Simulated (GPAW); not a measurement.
**Input and output of a self-consistent single point for SnSeS (P3m1, 3 atoms in the cell) (GPAW)**

Computed with LDA (Perdew-Wang 92), GPAW PAW datasets LDA (gpaw-data 1.0.1) (plane waves; GPAW 25.7.0).

This input was run:

```python
from ase import Atoms
from ase.units import GPa
from gpaw import GPAW

atoms = Atoms(['Sn', 'Se', 'S'],
              cell=[[3.827132, 0.000000, 0.000000],
                    [-1.913566, 3.314393, 0.000000],
                    [0.000000, 0.000000, 6.477310]],
              scaled_positions=[[0.333333, 0.666667, 0.007650],
                                [0.000000, 0.000000, 0.757710],
                                [0.666667, 0.333333, 0.234640]],
              pbc=True)

calc = GPAW(mode={'name': 'pw', 'ecut': 600},
            xc='LDA',
            kpts={'size': (8, 8, 4), 'gamma': True},
            occupations={'name': 'fermi-dirac', 'width': 0.0},
            nbands=-4,
            convergence={'bands': -2},
            symmetry={'symmorphic': False, 'tolerance': 0.0005},
            maxiter=120,
            txt='-')

atoms.calc = calc

energy = atoms.get_potential_energy()
print('Energy (eV):', round(energy, 6))
forces = atoms.get_forces()
print('Forces (eV/Ang):')
print(forces.round(5))
stress = atoms.get_stress()
print('Stress (GPa, Voigt):', (stress / GPa).round(4))
```

Output, abridged:

```
Input parameters:
  convergence: {bands: -2}
  kpts: {gamma: True,
         size: (8, 8, 4)}
  maxiter: 120
  mode: {ecut: 600,
         name: pw}
  nbands: -4
  occupations: {name: fermi-dirac,
                width: 0.0}
  symmetry: {symmorphic: False,
             tolerance: 0.0005}

species:
  Sn:
    name: Tin
    Z: 50.0
    valence: 14
    core: 36
    charge: 0.0
    file: Sn.LDA.gz

    # Using partial waves for Sn as LCAO basis

  Se:
    name: Selenium
    Z: 34.0
    valence: 6
    core: 28
    charge: 0.0
    file: Se.LDA.gz

    # Using partial waves for Se as LCAO basis

  S:
    name: Sulfur
    Z: 16.0
    valence: 6
    core: 10
    charge: 0.0
    file: S.LDA.gz

    # Using partial waves for S as LCAO basis

Reference energy: -244707.344395  # eV

Spin-paired calculation

Convergence criteria:
 Maximum [total energy] change in last 3 cyles: 0.0005 eV / valence electron
 Maximum integral of absolute [dens]ity change: 0.0001 electrons / valence electron
 Maximum integral of absolute [eigenst]ate change: 4e-08 eV^2 / valence electron
 Maximum number of scf [iter]ations: 120

Symmetries present (total): 6
Symmetries with fractional translations: 0
256 k-points: 8 x 8 x 4 Monkhorst-Pack grid + [1/16,1/16,1/8]
35 k-points in the irreducible part of the Brillouin zone
       k-points in crystal coordinates                weights
   0:     0.00000000    0.00000000    0.00000000          1/256
   1:     0.00000000    0.00000000    0.25000000          2/256
   2:     0.00000000    0.00000000    0.50000000          1/256
   [... 7 lines left out ...]
          ...
  34:     0.50000000    0.50000000    0.50000000          3/256

Wave functions: Plane wave expansion
  Cutoff energy: 600.000 eV
  Number of coefficients (min, max): 2722, 2786
  Pulay-stress correction: 0.000000 eV/Ang^3 (de/decut=0.000000)

Occupation numbers: # Zero width

Eigensolver

Densities:
  Coarse grid: 24*24*40 grid
  Fine grid: 48*48*80 grid
  Total Charge: 0.000000

Density mixing:
  Method: separate
  Backend: pulay
  Linear mixing parameter: 0.05
  old densities: 5
  Damping of long wavelength oscillations: 50

Hamiltonian:
  XC and Coulomb potentials evaluated on a 48*48*80 grid
  External potential:
    NoExternalPotential

Number of atoms: 3
Number of atomic orbitals: 17
Number of bands in calculation: 17
Number of valence electrons: 26
Bands to converge: 15

Density initialized from atomic densities
  17 bands from LCAO basis set

Atomic positions and initial magnetic moments

Positions:
   0 Sn    -0.000002    2.209596    0.049551    ( 0.0000,  0.0000,  0.0000)
   1 Se     0.000000    0.000000    4.907923    ( 0.0000,  0.0000,  0.0000)
   2 S      1.913568    1.104797    1.519836    ( 0.0000,  0.0000,  0.0000)

Unit cell:
           periodic     x           y           z      points  spacing
  1. axis:    yes    3.827132    0.000000    0.000000    24     0.1381
  2. axis:    yes   -1.913566    3.314393    0.000000    24     0.1381
  3. axis:    yes    0.000000    0.000000    6.477310    40     0.1619

  Lengths:   3.827132   3.827132   6.477310
  Angles:   90.000000  90.000000 120.000004

Effective grid spacing dv^(1/3) = 0.1528

     iter     time        total  log10-change:
                         energy   eigst   dens
iter:   1 --:--:--   -14.803497   +0.39
iter:   2 --:--:--   -14.751804   -0.65  -1.19
iter:   3 --:--:--   -14.525830   -1.32  -1.23
iter:   4 --:--:--   -14.514341   -1.55  -1.44
iter:   5 --:--:--   -14.497233   -1.86  -1.63
iter:   6 --:--:--   -14.486637   -2.77  -1.96
iter:   7 --:--:--   -14.474605   -2.37  -2.07
iter:   8 --:--:--   -14.472359   -3.34  -2.47
iter:   9 --:--:--   -14.472101c  -4.00  -2.85
iter:  10 --:--:--   -14.472081c  -4.52  -3.16
iter:  11 --:--:--   -14.472086c  -4.94  -3.23
iter:  12 --:--:--   -14.472103c  -4.74  -3.26
iter:  13 --:--:--   -14.472081c  -5.18  -3.36
iter:  14 --:--:--   -14.472080c  -5.74  -3.65
iter:  15 --:--:--   -14.472077c  -5.97  -3.71
iter:  16 --:--:--   -14.472075c  -6.30  -3.94
iter:  17 --:--:--   -14.472075c  -6.87  -4.27c
iter:  18 --:--:--   -14.472075c  -6.69  -4.30c
iter:  19 --:--:--   -14.472075c  -7.01  -4.36c
iter:  20 --:--:--   -14.472075c  -7.65c -4.40c

Converged after 20 iterations.

Dipole moment: (-1.336781, 0.771791, -2.068370) |e|*Ang

Energy contributions relative to reference atoms: (reference = -244707.344395)

Kinetic:        +10.545621
Potential:      -10.971587
External:        +0.000000
XC:             -14.076120
Entropy (-ST):   +0.000000
Local:           +0.030011
SIC:             +0.000000
--------------------------
Free energy:    -14.472075
Extrapolated:   -14.472075

Showing only first 2 kpts
 Kpt  Band  Eigenvalues  Occupancy
  0    11      3.29521    2.00000
  0    12      3.29523    2.00000
  0    13      4.25533    0.00000
  0    14      6.39689    0.00000

  1    11      3.31695    2.00000
  1    12      3.31696    2.00000
  1    13      4.89574    0.00000
  1    14      6.38757    0.00000

Fermi level: 3.71994

Gap: 0.763 eV
Transition (v -> c):
  (s=0, k=2, n=12, [0.00, 0.00, 0.50]) -> (s=0, k=34, n=13, [0.50, 0.50, 0.50])
Direct/indirect transitions are different
Direct gap: 0.960 eV
Transition at: (s=0, k=0, n=12, [0.00, 0.00, 0.00])
Energy (eV): -14.472075

Forces in eV/Ang:
  0 Sn    0.00000    0.00000   -0.06966
  1 Se    0.00000    0.00000    0.56008
  2 S     0.00000    0.00000   -0.48950

Stress tensor:
     0.035740    -0.000000     0.000000
    -0.000000     0.035740     0.000000
     0.000000     0.000000     0.029217
Stress (GPa, Voigt): [ 5.7262  5.7262  4.6811  0.      0.     -0.    ]
```

The run converged in 20 iterations. GPAW prints stress with tension positive.

The starting cell comes from a database of computed structures (which also holds hypothetical and non-ambient phases and stackings), without a prior relaxation at this level. Its lattice was rescaled by a random factor within 2.5 % of one. With a pressure of about -5 GPa the cell is away from its equilibrium volume at this level.

Cost on one core of a shared machine: roughly 40 s.
